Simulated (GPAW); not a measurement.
Worked example: self-consistent single point of Lu (P-1, 2 atoms in the cell) in GPAW.

Method of the run: PBE, GPAW PAW datasets PBE (gpaw-data 1.0.1) (plane waves; GPAW).

```yaml
crystal:
  lattice:
    - [3.51805, 0.00000, 0.00000]
    - [-1.75903, 3.04672, 0.00000]
    - [0.00000, 0.00000, 5.44608]
  atoms:
    - { symbol: Lu, position: [0.33342, 0.66561, 0.25156] }
    - { symbol: Lu, position: [0.66658, 0.33439, 0.74844] }
```

Reference input (self-consistent single point, DFT PBE, plane waves, GPAW PAW datasets PBE (gpaw-data 1.0.1)): mode = pw; ecut = 850 eV; xc = PBE; kpts = 7 7 4; mesh shift (steps) = 0 0 0; occupations.name = fermi-dirac; occupations.width = 0.1 eV; nbands = -8; convergence.density = 1e-05 e/electron; convergence.energy = 1e-05 eV/electron; symmetry.symmorphic = false; symmetry.tolerance = 0.0005. This run's input differs from it in these lines:

```diff
@@ -14,3 +14,3 @@
             xc='PBE',
-            kpts={'size': (7, 7, 4), 'gamma': True},
+            kpts={'size': (6, 6, 4), 'gamma': True},
             occupations={'name': 'fermi-dirac', 'width': 0.1},
```

The program printed (abridged):

```
     iter     time        total  log10-change:
                         energy   eigst   dens
iter:   1 --:--:--    -8.410624
iter:   2 --:--:--    -8.354924   -2.21  -1.74
iter:   3 --:--:--    -8.403709   -0.89  -1.76
iter:   4 --:--:--    -8.423963   -2.40  -2.11
iter:   5 --:--:--    -8.405943   -3.43  -2.08
iter:   6 --:--:--    -8.143475   -1.64  -2.10
iter:   7 --:--:--    -8.141826   -3.00  -2.82
iter:   8 --:--:--    -8.139732   -3.53  -2.94
iter:   9 --:--:--    -8.139603   -3.94  -3.17
iter:  10 --:--:--    -8.139797c  -4.89  -3.25
iter:  11 --:--:--    -8.139812c  -4.39  -3.40
iter:  12 --:--:--    -8.139708c  -4.77  -3.58
iter:  13 --:--:--    -8.139698c  -6.19  -3.92
iter:  14 --:--:--    -8.139698c  -7.09  -4.32
iter:  15 --:--:--    -8.139704c  -7.03  -4.36
iter:  16 --:--:--    -8.139703c  -7.13  -4.44
iter:  17 --:--:--    -8.139703c  -8.35c -4.99
iter:  18 --:--:--    -8.139702c  -8.57c -5.09c
Converged after 18 iterations.

Dipole moment: (-0.000000, 0.000000, 0.000000) |e|*Ang

Energy contributions relative to reference atoms: (reference = -792574.470296)

Kinetic:         -1.451725
Potential:       +3.177876
External:        +0.000000
XC:              -9.610961
Entropy (-ST):   -0.092143
Local:           -0.208820
SIC:             +0.000000
--------------------------
Free energy:     -8.185774
Extrapolated:    -8.139702

Showing only first 2 kpts
 Kpt  Band  Eigenvalues  Occupancy
  0    23      5.85878    2.00000
  0    24      8.91950    0.00203
  0    25     10.40821    0.00000
  0    26     10.41646    0.00000

  1    23      5.26994    2.00000
  1    24      8.89913    0.00249
  1    25     10.22241    0.00000
  1    26     10.22570    0.00000

Fermi level: 8.23051

No gap
No difference between direct/indirect transitions
Energy (eV): -8.139702

Forces in eV/Ang:
  0 Lu   -0.00725    0.01068   -0.08455
  1 Lu    0.00725   -0.01068    0.08455

Stress tensor:
     0.001234     0.000114    -0.000009
     0.000114     0.001576     0.000013
    -0.000009     0.000013    -0.001964
Stress (GPa, Voigt): [ 0.1977  0.2526 -0.3146  0.0021 -0.0014  0.0183]
```

The run converged in 18 iterations. GPAW prints stress with tension positive. Against the reference run the free energy falls by 4.3 meV/atom, the pressure moves little (0.01 to -0.05 GPa) and the largest force moves little (0.083 to 0.086 eV/Å).

The starting cell comes from a database of computed structures (which also holds hypothetical and non-ambient phases and stackings), without a prior relaxation at this level. Its atoms were displaced at random from the sites of space group no. 194.

Cost on one core of a shared machine: roughly 70 s.
